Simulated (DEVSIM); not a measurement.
System: Co/La2O3/p-Ge capacitor, at 300 K.

```tsv
layer (left to right)	material	thickness (nm)	Na (cm⁻³)
1	La2O3	16.0	-
2	Ge	2400	6.3e16
```

Metal gate on the left, work function 5 eV. Fixed charge at the semiconductor interface -4.6e10 cm⁻² (in units of +e); no interface traps.

Constants are typed, rounded textbook-type inputs, not results; the design itself was drawn at random and stands for no fabricated device. Values at 300 K.

| parameter | La2O3 | Ge |
|---|---|---|
| gap (eV) | 5.8 | 0.664 |
| affinity (eV) | 1.8 | 4 |
| permittivity | 27 | 16 |
| Nc (cm⁻³) | - | 1.04e19 |
| Nv (cm⁻³) | - | 6e18 |

Simulated with DEVSIM: 1D Poisson equation in equilibrium, Boltzmann statistics, complete ionisation; no quantum confinement or tunnelling. Metal contacts follow the ideal Schottky-Mott rule: no Fermi-level pinning, no interface dipoles.

The La2O3 thickness was swept, all else fixed.

| La2O3 thickness (μm) | minimum of the low-frequency capacitance (μF/cm²) | capacitance of the dielectric stack (μF/cm²) | threshold voltage (band bending 2φF) (V) |
|---|---|---|---|
| 0.0064 | 0.153 | 3.74 | 0.90 |
| 0.0088 | 0.152 | 2.72 | 0.91 |
| 0.011 | 0.149 | 2.17 | 0.92 |
| 0.014 | 0.145 | 1.71 | 0.94 |
| 0.016 | 0.144 | 1.49 | 0.95 |
| 0.019 | 0.142 | 1.26 | 0.96 |

From the first row to the last the minimum of the low-frequency capacitance goes from 0.153 to 0.142. From the first row to the last the capacitance of the dielectric stack goes from 3.74 to 1.26.
